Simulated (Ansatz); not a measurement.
Cubic perovskite CsSnI3 (cubic high-temperature phase)

All values below come from PBEsol (Ansatz, a first-principles code, PAW).

Numerical settings: plane-wave cutoff 520 eV, 6×6×6 k mesh, Fermi–Dirac smearing 0.01 eV, scalar-relativistic PAW data made under PBE.

Cell: measured lattice: a = b = c = 6.2190 Å, α = β = γ = 90.00°.

```yaml
band_gap: 0.29 eV
direct gap at Γ: 4.24 eV
```

Note: held by symmetry at 0 K, a high-temperature phase can be a saddle point; cell and atoms aren't relaxed at this level (pressure -0.7 GPa).

Spin–orbit coupling is not included; it can close the smallest gap of 0.29 eV.

The computed numbers hold no vibrational or temperature effects.
